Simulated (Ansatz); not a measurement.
Results of LDA (Ansatz, a quantum-chemistry and plane-wave program, PAW) for SiO2 (Ama2, No. 40, 12 atoms in the cell; start mp-554573; a measured phase of this formula has another space group).

The run printed, among other lines:

```
Crystal: 12 atoms, lattice volume = 184.396 Å³
Basis set: ecut = 520 eV, 4987 PW (Γ), exchange–correlation on 128×80×80 points (8 copies of the dense FFT grid, shifted against one another)
Bands: 44, of which v1, the nominal top of the filled ones, is band 32 counted from 1 (31 counted from 0)
Symmetry: 4 space group operations
Space group: Ama2 (ITA 40), of the structure as read, at distance tolerance 5.7e-5 Å
k-points: 63 of 256 (time reversal used)
Functional: x = slater, c = lda
SCF iter   1: F=—  HF=-6890.816772 eV  |F-HF|=—  |Δ(HF+E_count)|=         —  Δρ=1.17e-2  dr2=2.25e-1
SCF iter   2: F=—  HF=-6890.753480 eV  |F-HF|=—  |Δ(HF+E_count)|=   6.33e-2  Δρ=3.47e-3  dr2=6.53e-3
  ...
SCF iter   8: F=—  HF=-6890.750776 eV  |F-HF|=—  |Δ(HF+E_count)|=   1.53e-7  Δρ=8.74e-7  dr2=2.15e-9
SCF iter   9: F=-6890.750776 eV  HF=-6890.750776 eV  |F-HF|=1.68e-10  |Δ(HF+E_count)|=   7.13e-9  Δρ=2.04e-7  dr2=1.02e-10
SCF 1 converged in 9 iterations: F = -6890.750776 eV  dr2 = 1.02e-10
SCF converged after 9 iterations
Free energy (F): -6890.750776 eV
Internal energy: -6890.750776 eV  (E = F + TS)
E sigma→0 (E₀):  -6890.750776 eV
Fermi energy:    3.120555 eV
--- Forces (eV/Å), atoms counted from 1 ---
  atom   1  Si     0.00082105     0.00059169     0.00250952
  atom   2  Si    -0.00082105    -0.00059169     0.00250952
  atom   3  Si    -0.00082105     0.00059169     0.00250952
  atom   4  Si     0.00082105    -0.00059169     0.00250952
  atom   5  O      0.00000000     0.00000000     0.24039572
  atom   6  O      0.00000000     0.00000000     0.24039572
  atom   7  O     -0.16553852     0.14548525    -0.01863482
  atom   8  O      0.16553852    -0.14548525    -0.01863482
  atom   9  O      0.16553852     0.14548525    -0.01863482
  atom  10  O     -0.16553852    -0.14548525    -0.01863482
  atom  11  O      0.00000000     0.03499600    -0.20814592
  atom  12  O      0.00000000    -0.03499600    -0.20814592
--- Stress (GPa, compression-positive) ---
       -3.608034       0.000000       0.000000
        0.000000      -3.549150       0.000000
        0.000000       0.000000      -3.612538
  P = ⅓ Tr σ = -3.5899 GPa (-35.899 kbar)
```

Question: Write an input file that could have produced this run (the log leaves some choices open).

Answer: Several could match; the one computed here: 
Ansatz 0.2 input:
```yaml
crystal:
  lattice:
    - [8.3338293676, 0.0, 0.0]
    - [0.0, 4.4168451306, 2.5047522611]
    - [0.0, -4.4168451306, 2.5047522611]
  atoms:
    - { symbol: Si, position: [0.9373476704, 0.3307968288, 0.6601478061] }
    - { symbol: Si, position: [0.0626523296, 0.6601478061, 0.3307968288] }
    - { symbol: Si, position: [0.5626523296, 0.3307968288, 0.6601478061] }
    - { symbol: Si, position: [0.4373476704, 0.6601478061, 0.3307968288] }
    - { symbol: O, position: [0.0, 0.3982343566, 0.3982343566] }
    - { symbol: O, position: [0.5, 0.3982343566, 0.3982343566] }
    - { symbol: O, position: [0.5414857038, 0.9687903493, 0.5359794962] }
    - { symbol: O, position: [0.4585142962, 0.5359794962, 0.9687903493] }
    - { symbol: O, position: [0.9585142962, 0.9687903493, 0.5359794962] }
    - { symbol: O, position: [0.0414857038, 0.5359794962, 0.9687903493] }
    - { symbol: O, position: [0.25, 0.7367387605, 0.4213235653] }
    - { symbol: O, position: [0.75, 0.4213235653, 0.7367387605] }
basis:
  ecutwfc: 520
  ecutrho_ratio: 4
  xc_grid: 2
kpoints:
  mp_grid: { grid: [4, 8, 8] }
  band_path:
    path:
      - [0.0, 0.0, 0.0]
      - [0.0, -0.083333, 0.083333]
      - [0.0, -0.166667, 0.166667]
      - [0.0, -0.25, 0.25]
      - [0.0, -0.333333, 0.333333]
      - [0.0, -0.416667, 0.416667]
      - [0.0, -0.5, 0.5]
      - [0.0, -0.556534, 0.443466]
      - [0.0, -0.613068, 0.386932]
      - [0.0, -0.669602, 0.330398]
      - [0.0, -0.330398, -0.330398]
      - [0.0, -0.289098, -0.289098]
      - [0.0, -0.247798, -0.247798]
      - [0.0, -0.206499, -0.206499]
      - [0.0, -0.165199, -0.165199]
      - [0.0, -0.123899, -0.123899]
      - [0.0, -0.082599, -0.082599]
      - [0.0, -0.0413, -0.0413]
      - [0.166667, 0.0, 0.0]
      - [0.333333, 0.0, 0.0]
      - [0.5, 0.0, 0.0]
      - [0.5, -0.0413, -0.0413]
      - [0.5, -0.082599, -0.082599]
      - [0.5, -0.123899, -0.123899]
      - [0.5, -0.165199, -0.165199]
      - [0.5, -0.206499, -0.206499]
      - [0.5, -0.247798, -0.247798]
      - [0.5, -0.289098, -0.289098]
      - [0.5, -0.330398, -0.330398]
      - [0.5, -0.669602, 0.330398]
      - [0.5, -0.613068, 0.386932]
      - [0.5, -0.556534, 0.443466]
      - [0.5, -0.5, 0.5]
      - [0.333333, -0.5, 0.5]
      - [0.166667, -0.5, 0.5]
      - [0.0, -0.071429, 0.0]
      - [0.0, -0.142857, 0.0]
      - [0.0, -0.214286, 0.0]
      - [0.0, -0.285714, 0.0]
      - [0.0, -0.357143, 0.0]
      - [0.0, -0.428571, 0.0]
      - [0.0, -0.5, 0.0]
      - [0.166667, -0.5, 0.0]
      - [0.333333, -0.5, 0.0]
      - [0.5, -0.5, 0.0]
      - [0.5, -0.428571, 0.0]
      - [0.5, -0.357143, 0.0]
      - [0.5, -0.285714, 0.0]
      - [0.5, -0.214286, 0.0]
      - [0.5, -0.142857, 0.0]
      - [0.5, -0.071429, 0.0]
      - [0.5, -0.083333, 0.083333]
      - [0.5, -0.166667, 0.166667]
      - [0.5, -0.25, 0.25]
      - [0.5, -0.333333, 0.333333]
      - [0.5, -0.416667, 0.416667]
    npoints: 1
hamiltonian:
  xc: lda
  dispersion: none
  pseudopotentials: { kind: paw }
scf:
  occupations: { method: fermi_dirac, width: 0.01 }
  convergence: { dr2_threshold: 0.0000000012 }
output:
  forces: true
  stress: true
  eigenvalues: true
  write_bands: true
```

The PAW data were made under PBE.

Note: cell and atoms aren't relaxed at this level (largest force component 0.24 eV/Å, pressure -3.6 GPa).

Cost on a shared machine: around 70 core-seconds (rough).

A start named mp-… is a Materials Project structure, which need not be a measured phase.
